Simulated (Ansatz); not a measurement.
**BeS: response to strain**

Consider BeS in the zinc blende structure (space group F-43m, No. 216).

```yaml
crystal:
  lattice:
    - [0.00000, 2.43431, 2.43431]
    - [2.43431, 0.00000, 2.43431]
    - [2.43431, 2.43431, 0.00000]
  atoms:
    - { symbol: Be, position: [0.00000, 0.00000, 0.00000] }
    - { symbol: S, position: [0.25000, 0.25000, 0.25000] }
```

Cartesian axes are those of the cell as printed.

Strains are applied to the cell and any free atomic positions relax.

The values are results of r2SCAN (Ansatz, a program for electronic structure; PAW; 500 eV plane waves; no SOC), not measurements.

Notes on the quantities. energy relative to the base: free energy F; pressure: mean of the normal stresses, compression positive.

```
change                       smallest direct gap  energy relative to the base  band gap  pressure  volume per atom
---------------------------  -------------------  ---------------------------  --------  --------  ---------------
base                                     6.22 eV                   0 meV/atom   3.59 eV  0.00 GPa         14.43 Å³
tensor shear ε_xy = +1.43 %              5.93 eV                +3.2 meV/atom   3.45 eV  0.05 GPa         14.42 Å³
tensor shear ε_xy = +0.86 %              6.05 eV                +1.2 meV/atom   3.51 eV  0.02 GPa         14.42 Å³
tensor shear ε_xy = +2.00 %              5.81 eV                +6.3 meV/atom   3.38 eV  0.10 GPa         14.42 Å³
tensor shear ε_xy = +1.14 %              5.99 eV                +2.0 meV/atom   3.48 eV  0.03 GPa         14.42 Å³
tensor shear ε_xy = +1.71 %              5.87 eV                +4.6 meV/atom   3.41 eV  0.07 GPa         14.42 Å³
tensor shear ε_xy = +0.29 %              6.17 eV                +0.1 meV/atom   3.57 eV  0.00 GPa         14.43 Å³
tensor shear ε_xy = +0.57 %                    ?                            ?         ?  0.01 GPa         14.42 Å³
```

What belongs in the blanks?


- tensor shear ε_xy = +0.57 %, smallest direct gap: 6.11 eV
- tensor shear ε_xy = +0.57 %, energy relative to the base: +0.5 meV/atom
- tensor shear ε_xy = +0.57 %, band gap: 3.54 eV

Stability against distortions was not tested.
